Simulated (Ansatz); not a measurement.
Response to strain in hypothetical P6_422 BAs

The reference is BAs (space group P6_422, No. 181; a hypothetical phase, not in the database extracts checked).

```xyz
6
Lattice="3.4587 0.0000 0.0000 -1.7294 2.9954 0.0000 0.0000 0.0000 7.4818" Properties=species:S:1:pos:R:3 pbc="T T T"
B     -0.8647     1.4977     2.4939
B      0.8647     1.4977     4.9879
B      1.7294     0.0000     0.0000
As    -0.8647     1.4977     6.2349
As     0.8647     1.4977     1.2470
As     1.7294     0.0000     3.7409
```

Cartesian axes are those of the cell as printed.

Strains are applied to the cell and any free atomic positions relax; under stress the whole cell relaxes.

Levels (all Ansatz, an electronic-structure program, PAW): PBE (420 eV, no SOC); PBEsol (420 eV, no spin-orbit coupling).

The base cell above is that of PBE; each level relaxes its own structures.

```json
[
 {"case": "isotropic strain +2.49 %", "shift of the gap caused by the change, PBE": "-0.10 eV", "shift of the gap caused by the change, PBEsol": "+0.12 eV"},
 {"case": "uniaxial strain ε_xx = +0.42 %", "shift of the gap caused by the change, PBE": "0.00 eV", "shift of the gap caused by the change, PBEsol": "0.00 eV"},
 {"case": "uniaxial strain ε_zz = −2.90 %", "shift of the gap caused by the change, PBE": "-0.17 eV", "shift of the gap caused by the change, PBEsol": "-0.16 eV"},
 {"case": "uniaxial stress, 5 GPa compression along z", "shift of the gap caused by the change, PBE": "-0.10 eV", "shift of the gap caused by the change, PBEsol": "-0.09 eV"}
]
```

The two levels differ by at most about 0.22 eV. They disagree on the order of uniaxial strain ε_xx = +0.42 % and isotropic strain +2.49 %.

Beyond what the load breaks, stability against distortions was not tested. The base started in P3_121 and relaxed to P6_422 at this level. The zero or small gap of BAs under uniaxial strain ε_zz = −2.90 % and BAs under uniaxial stress, 5 GPa compression along z can change with the level of theory.
